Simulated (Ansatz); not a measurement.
Functionals compared on a constructed model of the (0001) surface of hcp Mg, a pseudomorphic layer of Zn in the host's stacking (bottom of the slab: a bare face, its two planes held), in Ansatz (plane waves, PAW). The structure was relaxed with PBE; the other rows are single points on it. Cutoff 420 eV (500 eV for r2SCAN).

Set-up: 7 atoms, 15.0 Å thick at the start; mesh 13x13x1; 0.1 eV smearing; dipole correction on; 2 atoms held, the rest relaxed; held to the start's symmetry, so lower structures may exist; no spin, no spin-orbit, no U. It is one candidate, not shown to be the stable structure of the face. These notes are the PBE run's.

| functional | work function of the top face (eV) | rough cost of the single point |
|---|---|---|
| PBE | 4.16 | – |
| RPBE | 4.01 | around 23 core-seconds (rough) |
| r2SCAN | 4.25 | very roughly 50 core-seconds |

Ansatz is a first-principles code.
